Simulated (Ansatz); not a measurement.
The reference is Fe2O3 in the corundum structure (space group R-3c, No. 167; a = 4.772 Å, c = 13.311 Å (hexagonal axes); ferromagnetic).

Method: Kohn–Sham DFT with the PBE functional, run in Ansatz (an electronic-structure program) with PAW and 420 eV plane waves, without spin-orbit coupling.

Before the change:

```
Property                     Value
-------------------  -------------
Magnetic state       ferromagnetic
Pressure                   0.0 GPa
Band gap                      zero
Largest site moment        0.86 μB
```

The change: an isotropic linear strain of −0.89 %, atoms relaxed at fixed cell.

Q: Estimate the effect on the energy relative to the base, magnetic state, pressure, band gap and largest site moment.

A: The energy goes up by 5.2 meV/atom; the magnetic state is still ferromagnetic; the pressure (mean of the normal stresses, compression positive) goes from zero to 7.3 GPa; the band gap stays zero; the largest site moment is still 0.86 μB.

Stability against distortions was not tested. No Hubbard U is applied and the magnetic state is the run's own (Fe2O3 ferromagnetic); other magnetic orders, which need larger cells, were not tried and can change the gap. In its common phase, real Fe2O3 is an antiferromagnetic insulator at low temperature.
